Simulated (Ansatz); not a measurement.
ZnS under load (space group R3m), r2SCAN with spin-orbit coupling, rigid bands run with Ansatz (an electronic-structure program). Condition of this run: uniaxial stress along [111] of -2 GPa (compression positive) (the target of the relaxation). Band gap 2.60 eV, N_c = 2.22e18 cm⁻³ and N_v = 3.08e19 cm⁻³ at 300 K, conductivity masses of 0.203 mₑ (electrons) and 0.796 mₑ (holes). Take k_BT = 0.02585 eV.

Find the intrinsic carrier density and the intrinsic Fermi level.

n_i = √(N_c N_v) exp(−E_g/2k_BT) = 8.27e18 × exp(−50.29) = 1.2e-3 cm⁻³. The level lies (k_BT/2) ln(N_v/N_c) = 34 meV from mid-gap (positive towards the conduction band). Each 0.1 eV added to the gap lowers n_i by a factor of 6.9.

What thermal injection velocity √(2k_BT/πm) limits a ballistic channel?

1.19e7 cm/s for electrons and 6.03e6 cm/s for holes, a ratio of √(m_h/m_e) = 1.98, for dilute carriers.

A film of it is 8 nm thick. Estimate the confinement energies in an infinite well.

ħ²π²/(2m t²) = 0.376 eV·nm²/(m/mₑ × t²) gives 28.9 meV for electrons and 7.38 meV for holes, so the gap would widen to about 2.64 eV. Finite barriers and nonparabolic bands lower this, and with several valleys or bands the heaviest mass along the normal sets the lowest level, not this average.

Rigid bands with the computed gap; masses take one relaxation time for all states.
